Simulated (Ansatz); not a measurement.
Cost and result by functional for the adsorption energy of CO on the 1x1 (101) surface of anatase TiO2 (cut with top plane O), one in a 2x1 cell, started at the site 'top O #2', in Ansatz (plane waves, PAW). Single points on the PBE structure, on one kind of machine; costs are rough ratios of the slab run's core time (references not counted) to the cheapest single point. r2SCAN's cost holds its higher cutoff (500 against 420 eV). Differences are taken against HSE06 for comparison alone: no measured value is at hand, so the table doesn't rank accuracy. HSE06 ran on a coarser k-mesh, which lowers its cost and may carry part of its shift.

Host crystal: anatase TiO2, with a band gap (PBE, scalar-relativistic without spin-orbit coupling).

Slab: 38 atoms, 9.4 Å thick at the start under the adsorbate (thin: gaps and levels are the slab's own); k 3x4x1, smearing 0.01 eV, dipole-corrected; 14 atoms held, the rest relaxed; no symmetry held; no spin, no spin-orbit, no U, no dispersion correction. At the end it is bonded to Ti. In PBE it is, or lies within 0.03 eV of, the lowest of the starts that converged. These notes are the PBE run's. Adsorption energies are against CO(g). A negative adsorption energy means that the adsorbate is more stable on the surface than in its reference.

| functional | relative cost | adsorption energy (eV) | less HSE06 (eV) |
|---|---|---|---|
| RPBE | 1 | -0.06 | 0.20 |
| r2SCAN | 2 | -0.35 | -0.09 |
| HSE06 | 30 | -0.26 | 0.00 |
| PBE (the relaxed run's value) | – | -0.24 | 0.02 |

The values span 0.29 eV, while the single points' costs differ by a factor of roughly 30. Differences are of unrounded values.

Ansatz is a program for electronic structure.
